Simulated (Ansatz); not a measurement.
The parent structure is Ga2S3 (space group Cc, No. 9).

```
CELL_PARAMETERS angstrom
      5.56123    -3.19646     0.00000
      5.56123     3.19646     0.00000
     -3.60990     0.00000     6.00209
ATOMIC_POSITIONS crystal
  Ga 0.73045 0.86409 0.38063
  Ga 0.86409 0.73045 0.88063
  Ga 0.35969 0.55317 0.37164
  Ga 0.55317 0.35969 0.87164
  S  0.75564 0.56305 0.49492
  S  0.56305 0.75564 0.99492
  S  0.40616 0.23895 0.48686
  S  0.23895 0.40616 0.98686
  S  0.91690 0.08989 0.01695
  S  0.08989 0.91690 0.51695
```

Cartesian axes are those of the cell as printed.

Computed with PBEsol, PAW, 420 eV (Ansatz, a quantum-chemistry and plane-wave program; spin-orbit coupling left out).

Base values:

* **Band gap**: 1.76 eV
* **Width of the top valence band**: 0.72 eV
* **Volume per atom**: 21.34 Å³

One thing is altered: uniaxial stress, 1 GPa tension along z, with the cell and atoms free to relax against it.

Q: Predict the new energy relative to the base.

A: The energy goes up by 0.7 meV/atom.

Q: Predict the new band gap.

A: The band gap shrinks by 0.04 eV, from 1.76 eV to 1.72 eV.

Q: How does this affect the width of the top valence band?

A: The width of the top valence band falls by 0.03 eV (0.72 eV → 0.69 eV).

Q: Estimate the effect on the volume per atom.

A: The volume per atom increases by 0.13 Å³ to 21.47 Å³.

Load acts through the strain it causes; cell and atoms are relaxed under it. Beyond what the load breaks, stability against distortions was not tested.
